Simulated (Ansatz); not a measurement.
The starting structures come from a database of crystals and need not be the phases stable at ambient conditions.

Here is the system:

```
CELL_PARAMETERS angstrom
      4.03698     0.00000     0.00000
      2.01849     3.49612     0.00000
      2.01849     1.16537     8.30274
ATOMIC_POSITIONS crystal
  In 0.11219 0.11219 0.66344
  In 0.00004 0.00004 0.99989
  Se 0.61515 0.61515 0.15456
  Se 0.83033 0.83033 0.50901
```

The cell was relaxed by PBE-D3(BJ).

Transport runs along the normal of the first two printed cell vectors, the (001) plane of the conventional cell.

The gap is the functional's own, uncorrected, and κ follows it; spin-orbit coupling is left out. Mid-gap means the computed energy nearest the middle.

Question: State the band gap and the smallest decay constant κ at mid-gap according to r2SCAN run with Ansatz (a program for electronic structure).

Answer: Gap 0.71 eV on a 10×10×10 mesh; κ = 0.056 1/Å, at the zone centre.
